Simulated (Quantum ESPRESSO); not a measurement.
Input and output of a self-consistent single point for InPd (Pm-3m, 2 atoms in the cell) (Quantum ESPRESSO).

Method: PW91, PseudoDojo standard norm-conserving (PBE) pseudopotentials (plane waves; Quantum ESPRESSO).

```xyz
2
Lattice="3.2719 0.0000 0.0000 0.0000 3.2719 0.0000 0.0000 0.0000 3.2719" Properties=species:S:1:pos:R:3 pbc="T T T"
In     0.0000     0.0000     0.0000
Pd     1.6359     1.6359     1.6359
```

Reference input (self-consistent single point, DFT, LDA (PW92), plane waves, PseudoDojo standard norm-conserving (LDA) pseudopotentials): ecutwfc = 85 Ry; occupations = smearing; smearing = methfessel-paxton; degauss = 0.0147 Ry; potentials = {In: In.upf, Pd: Pd.upf}; K_POINTS = automatic 8 8 8 0 0 0; conv_thr = 1e-10 Ry. This run's input differs from it in these lines:

```diff
@@ -17,2 +17,3 @@
   degauss = 0.0147,
+  input_dft = 'pw91',
 /
```

Its files differ too (potentials: PseudoDojo standard norm-conserving (PBE)).

Output, abridged:

```
     Self-consistent Calculation

     iteration #  1     ecut=    85.00 Ry     beta= 0.70

     total energy              =    -403.97409869 Ry
     estimated scf accuracy    <       0.52419910 Ry

     iteration #  2     ecut=    85.00 Ry     beta= 0.70

     total energy              =    -404.08870805 Ry
     estimated scf accuracy    <       1.30451418 Ry

     iteration #  3     ecut=    85.00 Ry     beta= 0.70

     total energy              =    -404.27841259 Ry
     estimated scf accuracy    <       0.00899922 Ry

   [... 5 blocks of this kind left out ...]

     iteration #  9     ecut=    85.00 Ry     beta= 0.70

     total energy              =    -404.28076326 Ry
     estimated scf accuracy    <          2.1E-09 Ry

     iteration # 10     ecut=    85.00 Ry     beta= 0.70
     End of self-consistent calculation

     the Fermi energy is    16.8471 ev

!    total energy              =    -404.28076326 Ry
     estimated scf accuracy    <          2.2E-11 Ry
     smearing contrib. (-TS)   =      -0.00036725 Ry
     internal energy E=F+TS    =    -404.28039601 Ry

     convergence has been achieved in  10 iterations

     Forces acting on atoms (cartesian axes, Ry/au):

     atom    1 type  1   force =     0.00000000    0.00000000    0.00000000
     atom    2 type  2   force =     0.00000000    0.00000000    0.00000000

     Total force =     0.000000     Total SCF correction =     0.000000

          total   stress  (Ry/bohr**3)                   (kbar)     P=       37.02
   0.00025163   0.00000000   0.00000000           37.02        0.00        0.00
   0.00000000   0.00025163   0.00000000            0.00       37.02        0.00
   0.00000000   0.00000000   0.00025163            0.00        0.00       37.02

   JOB DONE.
```

The run converged in 10 iterations. Against the reference run the pressure goes from -7.26 to 3.70 GPa.

The starting cell comes from a database of computed structures (which also holds hypothetical and non-ambient phases and stackings), without a prior relaxation at this level. Spin polarisation is off. With a pressure of about 4 GPa the cell is away from its equilibrium volume at this level.

Cost on one core of a shared machine: roughly 50 s.
